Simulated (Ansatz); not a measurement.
The starting structures come from a database of crystals and need not be the phases stable at ambient conditions.

 Where the default PAW files enter, the runs use the earlier of Ansatz's two default sets.

The decay constant κ of evanescent states in the gap governs leakage through a thin film.

Data:

```
CELL_PARAMETERS angstrom
      4.12330     0.00000     0.00000
     -2.06165     3.57088     0.00000
      0.00000     0.00000     7.00921
ATOMIC_POSITIONS crystal
  Li 0.33333 0.66667 0.10207
  Li 0.66667 0.33333 0.60207
  B  0.33333 0.66667 0.53780
  B  0.66667 0.33333 0.03780
  H  0.33333 0.66667 0.36490
  H  0.66667 0.33333 0.86490
  H  0.65451 0.82726 0.59673
  H  0.82726 0.65451 0.09673
  H  0.17274 0.82726 0.59673
  H  0.34549 0.17274 0.09673
  H  0.17274 0.34549 0.59673
  H  0.82726 0.17274 0.09673
```

Space group of this cell: P6_3mc. The cell was relaxed by PBE-D3(BJ); by r2SCAN its mean pressure is 0.5 GPa.

Transport runs along the normal of the first two printed cell vectors, the (001) plane of the conventional cell.

No gap correction and no spin-orbit coupling; mid-gap values are interpolated between computed energies.

Problem. State the band gap and the smallest decay constant κ at mid-gap according to r2SCAN (Ansatz, a first-principles code).

Solution. Gap 7.28 eV on a 12×12×4 mesh; κ = 0.518 1/Å, at the zone centre.
